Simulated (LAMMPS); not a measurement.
MD of Ni3Al (L1_2) at zero pressure, 4000 atoms, as a liquid; each row is its own run.

Computed with classical MD, pair style eam/alloy, file NiAlH_jea.eam.alloy (LAMMPS).

| T (K) | D(Ni) (cm²/s) |
|---|---|
| 1160 | 1.21e-5 |
| 1480 | 3.09e-5 |
| 1820 | 6.07e-5 |
| 2060 | 7.80e-5 |
| 2310 | 0.000104 |

### Question
Fit an Arrhenius law, ln y = a + b / x, to these rows (x is the first column, y the second) and predict the run at x = 1650.

### Answer
Least squares gives a = -6.9998 and b = -5007. The slope times kB gives an activation energy of 0.43 eV. At x = 1650 the fit predicts 4.39e-5 cm²/s. The run itself gave (4.38 ± 0.04) × 10^-5 cm²/s, so the fit is 0.23 % high, within the run's error.

Caution (rows 1160; 1480): this liquid lies under the melting point of about 1570 K that EAM-type NiAlH_jea.eam.alloy gives, so it is undercooled.

Errors of D are the spread over four groups of atoms in one short run; a floor of about 5 %, a picked value, is safer.
